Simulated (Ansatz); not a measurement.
The reference is W in the bcc (W type) structure (space group Im-3m, No. 229; a = 3.1693 Å).

The values are results of Ansatz (an electronic-structure program), r2SCAN, PAW, cutoff 500 eV, without spin-orbit coupling, not measurements.

Before the change:

The density is 19.18 g/cm³ and the band gap comes out as zero.

One thing is altered: Se takes the place of W on all its sites, then cell and atoms are relaxed.

Predict the new density and band gap.

The density drops by 12.72 g/cm³, from 19.18 g/cm³ to 6.46 g/cm³; the band gap remains zero.

No phonon test of stability was made. As relaxed here, Se is a hypothetical phase, not in the database extracts checked. All final runs are without spin polarisation.
